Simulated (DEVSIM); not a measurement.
Device: abrupt GaP n-p junction, at 300 K.

```tsv
layer (left to right)	material	thickness (μm)	Nd (cm⁻³)	Na (cm⁻³)	τn (s)	τp (s)
1	GaP	0.230	1.7e16	-	9.3e-7	9.3e-7
2	GaP	31.0	-	2.3e13	9.3e-7	9.3e-7
```

Left contact: ohmic. Right contact: ohmic. Voltage is applied to the left contact. Recombination: SRH at mid-gap, radiative, Auger. Mobility is μmin + (μ − μmin)/(1 + (N/Nref)^α).

Constants are typed, rounded textbook-type inputs, not results; the design itself was drawn at random and stands for no fabricated device. Values at 300 K.

| parameter | GaP |
|---|---|
| gap (eV) | 2.26 |
| affinity (eV) | 3.8 |
| permittivity | 11.1 |
| Nc (cm⁻³) | 1.8e19 |
| Nv (cm⁻³) | 1.9e19 |
| μn (cm²/Vs) | 250 |
| μp (cm²/Vs) | 150 |
| μn,min | 10 |
| μp,min | 10 |
| Nref,n | 4.4e18 |
| Nref,p | 1e18 |
| αn | 0.8 |
| αp | 0.85 |
| B (cm³/s) | 1e-13 |
| Cn (cm⁶/s) | 1e-30 |
| Cp (cm⁶/s) | 1e-30 |

DEVSIM, 1D drift-diffusion, Boltzmann statistics, complete ionisation; no tunnelling, impact ionisation, image-force lowering or self-heating.

Task: Give the dark forward current.

Result: 
```json
[
 {"V (V)": "-0.50", "J (A/cm²)": "-1.1e-13"},
 {"V (V)": "-0.85", "J (A/cm²)": "-1.2e-10"},
 {"V (V)": "-1.05", "J (A/cm²)": "-6.9e-9"},
 {"V (V)": "-1.25", "J (A/cm²)": "-5.5e-7"},
 {"V (V)": "-1.45", "J (A/cm²)": "-0.00024"},
 {"V (V)": "-1.65", "J (A/cm²)": "-0.053"},
 {"V (V)": "-1.85", "J (A/cm²)": "-0.49"},
 {"V (V)": "-2.05", "J (A/cm²)": "-1.3"},
 {"V (V)": "-2.25", "J (A/cm²)": "-2.1"},
 {"V (V)": "-2.45", "J (A/cm²)": "-2.8"},
 {"V (V)": "-2.65", "J (A/cm²)": "-3.5"},
 {"V (V)": "-2.85", "J (A/cm²)": "-4.0"},
 {"V (V)": "-3.05", "J (A/cm²)": "-4.6"},
 {"V (V)": "-3.25", "J (A/cm²)": "-5.0"}
]
```
